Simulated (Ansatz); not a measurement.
The starting structures come from a database of crystals and need not be the phases stable at ambient conditions.

 Where the default PAW files enter, the runs use the earlier of Ansatz's two default sets.

Here is the system:

```
CELL_PARAMETERS angstrom
      3.94353     0.00000     0.00000
      0.00000     7.78109     0.00000
      0.01334     0.00000     7.31317
ATOMIC_POSITIONS crystal
  W  0.05397 0.71576 0.25478
  W  0.94603 0.28424 0.74522
  W  0.94603 0.21576 0.24522
  W  0.05397 0.78424 0.75478
  O  0.00108 0.01339 0.75073
  O  0.99892 0.98661 0.24927
  O  0.99892 0.51339 0.74927
  O  0.00108 0.48661 0.25073
  O  0.99877 0.25040 0.49843
  O  0.00123 0.74960 0.50157
  O  0.00123 0.75040 0.00157
  O  0.99877 0.24960 0.99843
  O  0.49373 0.26986 0.74928
  O  0.50627 0.73014 0.25072
  O  0.50627 0.76986 0.75072
  O  0.49373 0.23014 0.24928
```

Space group of this cell: P2_1/c. The cell is strained (lengths along the current scaled by 0.97, ions clamped).

Transport runs along the normal of the first two printed cell vectors.

No gap correction and no spin-orbit coupling; mid-gap values are interpolated between computed energies.

### Question
Predict the band gap and the smallest decay constant κ at mid-gap from Ansatz (an electronic-structure program) with PBEsol.

### Answer
Gap 1.55 eV on a 8×4×4 mesh; κ = 0.186 1/Å, at the zone centre.
